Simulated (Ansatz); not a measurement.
Results of PBE (Ansatz, an electronic-structure program, plane waves, PAW) for InGaZnO₄ (model structure, started from the InGaZnO4 type, R3m, No. 160, 7 atoms in the cell).

Run with plane-wave cutoff 500 eV, 14×14×14 k mesh, Fermi–Dirac smearing 0.05 eV, scalar-relativistic PAW data made under PBE.

Cell (relaxed at this level):

```
CELL_PARAMETERS angstrom
      1.67801     0.96880     8.70228
     -1.67801     0.96880     8.70228
      0.00000    -1.93760     8.70228
ATOMIC_POSITIONS crystal
  In 0.00307 0.00307 0.00307
  Ga 0.78705 0.78705 0.78705
  Zn 0.21878 0.21878 0.21878
  O  0.86353 0.86353 0.86353
  O  0.12106 0.12106 0.12106
  O  0.71124 0.71124 0.71124
  O  0.29527 0.29527 0.29527
```

Q: What does this level give for the band gap?

A: 
- band gap: 1.12 eV (on the SCF k mesh)

Note: the relaxation could raise the start's symmetry but not lower it, so the cell can be a saddle point.

Spin–orbit coupling is not included.

A model structure was made by putting elements into a prototype or built by hand; it is no filed structure, need not be a known phase, and can be a saddle point held by its symmetry.
